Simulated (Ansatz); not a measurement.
**Ag (I4/mmm): band-structure transport figures**

Given:

```
Ag
1.0
    0.00000     2.06383     1.94737
    2.06383     0.00000     1.94737
    2.06383     2.06383     0.00000
Ag
1
Direct
  0.00000   0.00000   0.00000
```

These are PBEsol, rigid bands (plane waves, PAW, scalar-relativistic; Ansatz, a quantum-chemistry and plane-wave program) values and carry that method's errors. Condition of this run: uniaxial stress zz = 2 GPa (compression positive) (the target of the relaxation). How the cell was made: cell and atoms relaxed with PBEsol, then loaded as said.

| Item | Value |
|---|---|
| density of states at the Fermi level | 0.263 states/(eV·cell), both spins |
| bare Sommerfeld coefficient | 0.62 mJ/(mol of atoms·K²) |
| Drude plasma energy | 9.2 eV |
| root-mean-square Fermi velocity | 1.4e6 m/s |
| resistivity times τ | 5.8 ×10⁻²² Ω·m·s |
| resistivity times mean free path | 8.3 ×10⁻¹⁶ Ω·m² |

A metal at this level (no band gap); rigid bands, thermally averaged at 300 K, both spins. Spin-orbit coupling is left out. τ is one relaxation time for all states; the product of resistivity and mean free path takes one path for all states instead.
